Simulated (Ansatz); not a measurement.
## Response to strain in BN

Take BN in the wurtzite structure (space group P6_3mc, No. 186; a = 2.555 Å, c = 4.225 Å) as the base.

Strains are applied to the cell and any free atomic positions relax.

Calculations: PBE in Ansatz (plane waves to 420 eV, PAW, without spin-orbit coupling).

Notes on the quantities. pressure: mean of the normal stresses, compression positive.

```
isotropic strain (%)  pressure (GPa)
--------------------  --------------
-3                              40.1
-2.4                            30.9
-1.8                            22.4
-1.2                            14.4
-0.6                               ?
0                                0.0
```

Question: Fit P = P₀ − Bδ + Cδ² with δ = (1 + ε)³ − 1 to the rows shown and predict the withheld row.

Answer: Least squares on the printed values gives P₀ = 0.0 GPa, B = 365 GPa (at held cell shape), C = 1070 GPa (largest residual 0.1 GPa); this predicts 6.9 GPa, and the run gives 6.9 GPa, in agreement.

Whether these cells are dynamically stable was not tested.

Ansatz is a program for electronic structure.
